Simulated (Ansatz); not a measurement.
Start from GaN in the zinc blende structure (space group F-43m, No. 216; a = 4.4554 Å).

Level of theory: LDA/PAW in Ansatz (a quantum-chemistry and plane-wave program), spin-orbit coupling left out.

```
level  band gap  lattice parameter a  electron mass at Γ
-----  --------  -------------------  ------------------
LDA     1.96 eV              4.455 Å            0.177 mₑ
```

Measured: band gap 3.48 eV (static lattice; corrected from measurement; as listed in I. Vurgaftman, J. R. Meyer, L. R. Ram-Mohan, Journal of Applied Physics (2001)); lattice parameter a 4.5 Å (room temperature; as listed in I. Vurgaftman, J. R. Meyer, L. R. Ram-Mohan, Journal of Applied Physics (2001)); electron mass at Γ 0.15 mₑ (temperature not stated; as listed in I. Vurgaftman, J. R. Meyer, L. R. Ram-Mohan, Journal of Applied Physics (2001)).

Computed minus measured — band gap: LDA -1.52 eV; lattice parameter a: LDA -1.0 %; electron mass at Γ: LDA +18 %. Measured values not marked as corrected hold thermal and zero-point effects that the static-lattice runs lack. A measured gap can be an optical one, lowered by exciton binding. Levels without spin-orbit coupling miss its lowering of the gap, often about a third of the valence-band splitting.

Masses are band curvatures over ±0.01 Å⁻¹ around the edge. Whether these cells are dynamically stable was not tested. This is not the structure that GaN has at room temperature and ambient pressure.
